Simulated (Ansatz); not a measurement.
The reference is GaAs in the zinc blende structure (space group F-43m, No. 216; a = 5.659 Å).

Computed with PBEsol (Ansatz, an electronic-structure program), no spin-orbit coupling, earlier PAW set.

Carriers are added at fixed cell with a uniform background; the Fermi–Dirac width is that of 300 K.

One change was made to it. Results:

```tsv
quantity	base	after
valley order (the lowest conduction-band minima on the path, energy above the VBM, named in the base's zone)	Γ 0.42 eV; L along ⟨111⟩ 0.92 eV; a point along ⟨100⟩, about 1.0 Å⁻¹ from Γ 1.32 eV	Γ 0.42 eV; L along ⟨111⟩ 0.90 eV; a point along ⟨100⟩, about 1.0 Å⁻¹ from Γ 1.27 eV
Fermi level relative to the doped band's edge (positive inside the band; to 0.05 eV)	–	+1.10 eV
```

Q: What was done to the base?
(A) electrons 5.0×10^20 cm⁻³
(B) holes 3.0×10^21 cm⁻³
(C) holes 5.0×10^20 cm⁻³
(D) electrons 3.0×10^21 cm⁻³
(E) holes 2.0×10^21 cm⁻³

A: D, electrons 3.0×10^21 cm⁻³. For comparison, the Fermi level from band edge in the other runs: holes 2.0×10^21 cm⁻³ gives +0.40 eV; holes 3.0×10^21 cm⁻³ gives +0.55 eV; holes 5.0×10^20 cm⁻³ gives +0.20 eV; electrons 5.0×10^20 cm⁻³ gives +0.75 eV.

Carriers are added with a uniform compensating background; total energy and stress of such cells depend on the potential's zero and are not compared; many-body gap narrowing is missing at this level. The levels and masses belong to the bands next to the band gap. No phonon test of stability was made.
